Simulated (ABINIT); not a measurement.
A self-consistent single point of InSe (Cm, 4 atoms in the cell) with ABINIT.

Method: PBEsol, PAW (JTH v2.0 PBE PAW, files made for PBE) (plane waves; ABINIT).

```xyz
4
Lattice="5.8555 -2.0649 0.0000 5.8555 2.0649 0.0000 -1.7318 0.0000 4.7952" Properties=species:S:1:pos:R:3 pbc="T T T"
In    -0.3414     0.0000     4.6206
In    10.3206     0.0000     0.2246
Se     3.3976     0.0000     1.5874
Se     6.5816     0.0000     3.2078
```

Reference input (self-consistent single point, DFT, PBEsol, plane waves, PAW (JTH v2.0 PBE PAW, files made for PBE)): pseudos = [In.GGA_PBE-JTH.xml, Se.GGA_PBE-JTH.xml]; ecut = 40 Ry; pawecutdg = 80 Ry; pawxcdev = 0; ixc = -116133; occopt = 1; ngkpt = 3 3 3; nshiftk = 1; shiftk = 0 0 0; potentials = JTH v2.0 PBE PAW; nband = 21; kptopt = 1. This run's input differs from it in these lines:

```diff
@@ -21,4 +21,5 @@
 ixc -116133
-occopt 1
-nband 21
+occopt 3
+tsmear 0.03674932
+nband 25
 kptopt 1
```

The program printed (abridged):

```
--- !BeginCycle
solver: {iscf: 17, nstep: 50, nline: 4, wfoptalg: 10, }
tolerances: {tolvrs: 1.00E-12, }
...

     iter   Etot(hartree)      deltaE(h)  residm     nres2
 ETOT  1  -135.25580677430    -1.353E+02 9.436E-02 5.290E+00
 ETOT  2  -135.38336022908    -1.276E-01 6.864E-03 1.585E+00
 ETOT  3  -135.38258476779     7.755E-04 1.618E-03 3.477E-01
 ETOT  4  -135.38235708914     2.277E-04 1.327E-03 7.039E-03
 ETOT  5  -135.38237177992    -1.469E-05 4.632E-04 4.074E-04
   [... 41 lines left out ...]
 ETOT 47  -135.38238436967    -5.276E-09 1.071E-06 1.600E-09
 ETOT 48  -135.38238437440    -4.734E-09 1.104E-06 5.340E-10
 ETOT 49  -135.38238437867    -4.271E-09 1.039E-06 6.784E-10
 ETOT 50  -135.38238438255    -3.872E-09 8.058E-07 9.171E-10

 Cartesian components of stress tensor (hartree/bohr^3)
  sigma(1 1)= -1.04700917E-04  sigma(3 2)=  0.00000000E+00
  sigma(2 2)= -7.76043229E-05  sigma(3 1)= -1.58556086E-05
  sigma(3 3)= -3.86135388E-05  sigma(2 1)=  0.00000000E+00
 scprqt:  WARNING -
  nstep=   50 was not enough SCF cycles to converge;
  density residual=  9.171E-10 exceeds tolvrs=  1.000E-12

 ----iterations are completed or convergence reached----

 reduced coordinates (array xred) for    4 atoms
       0.113342000000      0.113342000000      0.963587000000
       0.888200000000      0.888200000000      0.046840000000
   [... lines left out ...]
 Fermi (or HOMO) energy (hartree) =   0.08760   Average Vxc (hartree)=  -0.34528
   [... lines left out ...]
 Eigenvalues (hartree) for nkpt=  10  k points:
   0.26307
   0.01674
 prteigrs : prtvol=0 or 1, do not print more k-points.

--- !EnergyTerms
kinetic             :  3.47952208077479E+01
hartree             :  5.10528904151055E+01
xc                  : -2.74586022885723E+01
Ewald energy        : -9.08214332773988E+01
psp_core            :  5.52049606094973E+00
local_psp           : -1.37049662484296E+02
internal            : -1.35181704962095E+02
'-kT*entropy'       : -2.00679894282955E-01
total_energy        : -1.35382384856378E+02
total_energy_eV     : -3.68394204220915E+03
...

-Cartesian components of stress tensor (GPa)         [Pressure=  2.1666E+00 GPa]
- sigma(1 1)= -3.08040680E+00  sigma(3 2)=  0.00000000E+00
- sigma(2 2)= -2.28319762E+00  sigma(3 1)= -4.66488032E-01
- sigma(3 3)= -1.13604934E+00  sigma(2 1)=  0.00000000E+00

 Calculation completed.
```

The run ended unconverged after 50 iterations. 

The starting cell comes from a database of computed structures (which also holds hypothetical and non-ambient phases and stackings), without a prior relaxation at this level. Its lattice was rescaled by up to half a per cent. One atom was moved a little off its site on purpose. The potentials were made for another functional than the one used.

Cost on one core of a shared machine: roughly 3 min.
